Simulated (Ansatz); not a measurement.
PBE against r2SCAN: ZnS, x(Cd) = 0.667, 12 atoms, Cmc2_1

The parent structure is ZnS in the wurtzite structure (space group P6_3mc, No. 186; a = 3.845 Å, c = 6.306 Å).

(Cell as relaxed with PBE.)

Levels (all Ansatz, a first-principles code, PAW): PBE (420 eV, no spin-orbit coupling); r2SCAN (500 eV, no spin-orbit coupling).

Each level relaxes its own structure.

| base | PBE | r2SCAN |
|---|---|---|
| volume per atom | 20.18 Å³ | 19.59 Å³ |
| lattice parameter a | 7.266 bohr | 7.192 bohr |
| band gap | 2.08 eV | 2.78 eV |

The change: Cd replaces 66.7 % of the Zn, ordered in a cell of 12 atoms (starting symmetry Cmc2_1) and fully relaxed.

```tsv
quantity	PBE	r2SCAN
shortest interatomic distance	4.457 bohr	4.412 bohr
band gap	1.29 eV	1.84 eV
gap character (in this cell's own zone, which can be folded)	direct at Γ	direct at Γ
valence-band top at Γ (three highest levels, from the VBM)	0.00, -0.08, -0.11 eV	0.00, -0.09, -0.12 eV
shift of the gap caused by the change	-0.79 eV	-0.94 eV
```

PBE's shortest interatomic distance lies 0.045 bohr above r2SCAN's (1.0 %); PBE's band gap lies 0.55 eV below r2SCAN's; PBE's shift of the gap caused by the change lies 0.15 eV above r2SCAN's; the two agree on the gap character. Neither level is exact; r2SCAN is the comparison here, not a measurement.

These are small ordered cells, not random alloys; other orderings at the same x differ. Whether these cells are dynamically stable was not tested. k-point labels follow each cell's own Brillouin zone.
